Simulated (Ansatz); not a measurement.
**TaS2: response to strain**

Start from TaS₂ in the CdI2 type structure (space group P-3m1, No. 164; a = 3.3318 Å, c = 5.7852 Å; layered, stacked along the Cartesian z axis; relaxed with 0.1 eV smearing).

Strains are applied to the cell and any free atomic positions relax.

All numbers come from PBE-D3(BJ) (Ansatz, an electronic-structure program; PAW; 420 eV plane waves; no SOC), earlier PAW set.

Notes on the quantities. energy relative to the base: free energy F.

| isotropic strain (%) | energy relative to the base (meV/atom) |
|---|---|
| -2.92 | 29.4 |
| -0.9 | ? |
| -0.75 | 1.8 |
| 0 | 0.0 |
| 3.02 | 25.3 |

**Question.** Fit ΔE = Aε² + Bε³ (ε in %) to the rows shown and predict the withheld row.

**Answer.** Least squares on the printed values gives A = 3.12 and B = -0.11 meV/atom (largest residual 0.0 meV/atom); this predicts 2.6 meV/atom, and the run gives 2.6 meV/atom, in agreement.

Stability against distortions was not tested. The final runs are not spin-polarised. An odd electron count without spin: TaS2.
